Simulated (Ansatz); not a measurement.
For Ta2O5 (model structure, C2/c, No. 15, 14 atoms in the cell), PBEsol (PAW; Ansatz, a first-principles code) gives:

```
Quantity               Result
---------------  ------------
cohesive energy  7.87 eV/atom
band gap              3.17 eV
```

**Question.** What does r²SCAN in Ansatz (PAW) give for the same quantities?

**Answer.** 
- cohesive energy: 7.39 eV/atom (decreases by 0.48 eV/atom)
- band gap: 3.68 eV (goes up by 0.51 eV)

Changes are worked out from the printed values.

Unless a cell is named, each level is at its own relaxed cell (PBEsol 11.97, r²SCAN 11.97 Å³/atom).

Levels without +SOC leave out spin–orbit coupling, which shifts energies and cells of such heavy elements.

Levels without +SOC have no spin–orbit coupling; where heavier elements are present it shifts gaps, mostly down, and can invert bands. Density-functional gaps are differences of (generalised) Kohn–Sham levels.

Ansatz's density-functional and Hartree–Fock values are scalar-relativistic unless marked +SOC, with PAW data made under PBE.

A model structure was made by putting elements into a prototype or built by hand; it is no filed structure, need not be a known phase, and can be a saddle point held by its symmetry.
